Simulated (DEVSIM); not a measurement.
Device: abrupt Si p-n junction, at 350 K.

Layer 1 from the left is Si, thickness (μm) 63.0, Na (cm⁻³) 2.2e17, τn (s) 1.9e-5, τp (s) 1.9e-5. Layer 2 from the left is Si, thickness (μm) 16.0, Nd (cm⁻³) 1.7e17, τn (s) 1.9e-5, τp (s) 1.9e-5.

Left contact: ohmic. Right contact: ohmic. Voltage is applied to the left contact. Recombination: SRH at mid-gap. Mobility is μmin + (μ − μmin)/(1 + (N/Nref)^α).

The device is made up for the run: typed textbook-type constants, with dimensions and the other settings drawn at random. Values at 300 K; Nc and Nv go as T^1.5, mobilities as T to minus their exponent, the gap by Varshni's rule with the affinity fixed.

Si: gap (eV) 1.124, affinity (eV) 4.05, permittivity 11.7, Nc (cm⁻³) 2.86e19, Nv (cm⁻³) 3.1e19, μn (cm²/Vs) 1417, μp (cm²/Vs) 470, μn,min 52, μp,min 45, Nref,n 9.7e16, Nref,p 2.2e17, αn 0.68, αp 0.72, T exponent of μn 2.3, T exponent of μp 2.2, Varshni α (eV/K) 0.000473, Varshni β (K) 636.

DEVSIM, 1D drift-diffusion, Boltzmann statistics, complete ionisation; no tunnelling, impact ionisation, image-force lowering or self-heating.

Dark forward current:

| |V| (V) | |J| (A/cm²) |
|---|---|
| 0.10 | 2.484e-8 |
| 0.15 | 1.191e-7 |
| 0.20 | 5.885e-7 |
| 0.25 | 2.991e-6 |
| 0.30 | 1.545e-5 |
| 0.35 | 8.049e-5 |
| 0.40 | 0.0004208 |
| 0.45 | 0.002204 |
| 0.50 | 0.01155 |
| 0.55 | 0.06053 |
| 0.60 | 0.3156 |
| 0.65 | 1.606 |
| 0.70 | 7.392 |
| 0.75 | 26.38 |
| 0.80 | 68.73 |
| 0.85 | 141.5 |
| 0.90 | 249.2 |
| 0.95 | 394.5 |
| 1.00 | 578.9 |
| 1.05 | 803.1 |
| 1.10 | 1068 |
| 1.15 | 1373 |
| 1.20 | 1719 |
| 1.25 | 2107 |

### Question
Work out the local ideality factor n = ΔV / (kT/q · ln(J2/J1)) between the rows 0.15 and 0.20 V, 0.50 and 0.55 V, 1.20 and 1.25 V.

### Answer
kT/q = 30.16 mV. From 0.15 to 0.20 V: ln(5.885e-7/1.191e-7) = 1.598, n = 1.04, near the 1 of diffusion or emission over a barrier. From 0.50 to 0.55 V: ln(0.06053/0.01155) = 1.656, n = 1.00, near the 1 of diffusion or emission over a barrier. From 1.20 to 1.25 V: ln(2107/1719) = 0.204, n = 8.15.

### Question
Estimate the current at 0.40 V from the Shockley equation with J0 = Σ q ni² D/(N L) coth(W/L), τ joining the SRH, radiative and Auger lifetimes that are on, and W taken as the whole layer.

### Answer
ni² = 1.43e23 cm⁻⁶; electrons in the p layer: μ = 385 cm²/Vs, D = 11.6 cm²/s, τ = 1.90e-5 s, L = 149 μm, W/L = 0.42, term 2.03e-10 A/cm²; holes in the n layer: μ = 197 cm²/Vs, D = 5.96 cm²/s, τ = 1.90e-5 s, L = 106 μm, W/L = 0.15, term 5.05e-10 A/cm². J0 = 7.08e-10 A/cm², and J = J0 exp(qV/kT) = 0.000407 A/cm². The simulation gives 0.000421 A/cm²; the estimate lies 3.3 % below. The estimate leaves out recombination in the depletion region and that region's share of W.
